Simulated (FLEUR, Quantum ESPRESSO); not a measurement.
**Ce2CuGe3 (P-6m2, 6 atoms in the cell) computed with different codes at matched settings**

Self-consistent single point, at a second geometry (lattice scaled by 0.98). First geometry:

```
Ce2CuGe3
1.0
    4.27219     0.00000     0.00000
   -2.13610     3.69983     0.00000
    0.00000     0.00000     7.98431
Ce Cu Ge
2 1 3
Direct
  0.66667   0.33333   0.24807
  0.66667   0.33333   0.75193
  0.00000   0.00000   0.00000
  0.00000   0.00000   0.50000
  0.33333   0.66667   0.00000
  0.33333   0.66667   0.50000
```

Shared settings, as Quantum ESPRESSO writes them: occupations = smearing; smearing = gauss; degauss = 0.019992 Ry; K_POINTS = automatic 7 7 3 0 0 0. Potentials and cutoffs stand in the table.

```
code                                                                        model  largest force (eV/Å)           cutoff
----------------  ---------------------------------------------------------------  --------------------  ---------------
FLEUR             PBEsol, all-electron FLAPW (FLEUR), scalar-relativistic valence                 0.210  Kmax 3.8 1/bohr
Quantum ESPRESSO             PBEsol, SSSP 1.1.2 efficiency (PBE) pseudopotentials                 0.190            50 Ry
```

On FLEUR's run: spin-orbit coupling is off. Spin polarisation is off. The f electrons are in the valence without U or exact exchange, which can misplace them near the Fermi level. Spin-orbit terms, which matter for f shells, are left out.

The spread over the programs that give each value: largest force within 0.020 eV/Å.

FLEUR treats all electrons, but the usual bases taken here (sphere radii, linearisation, local orbitals, empty states) were not tested for convergence, so the values are no reference for the others.

The starting cell comes from a database of computed structures (which also holds hypothetical and non-ambient phases and stackings), without a prior relaxation at this level. For this run, on top of that: lattice scaled by 0.98.

Left out of this page: Ansatz (with a known weakness of the program); Elk (not drawn, or without a comparable value).
